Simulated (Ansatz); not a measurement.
The reference is Mo in the bcc (W type) structure (space group Im-3m, No. 229; a = 3.151 Å; relaxed with 0.1 eV smearing). Axes: x, y, z lie along the cube axes.

Method: r2SCAN (Ansatz, a quantum-chemistry and plane-wave program), scalar-relativistic without spin-orbit coupling, earlier PAW set.

Before the change:

Pressure: 0.0 GPa

Modification: strain tensor (xx, yy, zz, yz, xz, xy) = (+1.70, +0.11, +0.69, +1.10, +0.36, −1.46) %, atoms relaxed at fixed cell.

**Question.** What does the calculation give for the pressure and energy relative to the base after the change?

**Answer.** The pressure (mean of the normal stresses, compression positive) goes from zero to -6.1 GPa; the energy rises by 16 meV/atom.

Whether these cells are dynamically stable was not tested. The final runs are not spin-polarised.
